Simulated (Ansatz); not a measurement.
GaN: element substitutions

The parent structure is GaN in the zinc blende structure (space group F-43m, No. 216; a = 4.498 Å).

Each row replaces one element on all its sites; cell and atoms are relaxed.

All numbers come from Kohn–Sham DFT with the PBEsol functional, run in Ansatz (a quantum-chemistry and plane-wave program) with PAW and 420 eV plane waves, no spin-orbit coupling, earlier PAW set.

```json
[
 {"change": "base", "band gap": "1.70 eV", "lattice parameter a": "4.498 Å"},
 {"change": "N → Sb", "band gap": "___", "lattice parameter a": "___"},
 {"change": "Ga → B", "band gap": "4.29 eV", "lattice parameter a": "3.605 Å"},
 {"change": "Ga → Al", "band gap": "3.19 eV", "lattice parameter a": "4.377 Å"}
]
```

Q: Some entries are withheld; estimate them.

A: 
- N → Sb, band gap: zero
- N → Sb, lattice parameter a: 6.112 Å

With Sb present, leaving out spin-orbit coupling can change the band edges. Stability against distortions was not tested. All final runs are without spin polarisation. This is not the structure that GaN has at room temperature and ambient pressure. This is not the structure that AlN has at room temperature and ambient pressure. The zero or small gap of GaSb can change with the level of theory.
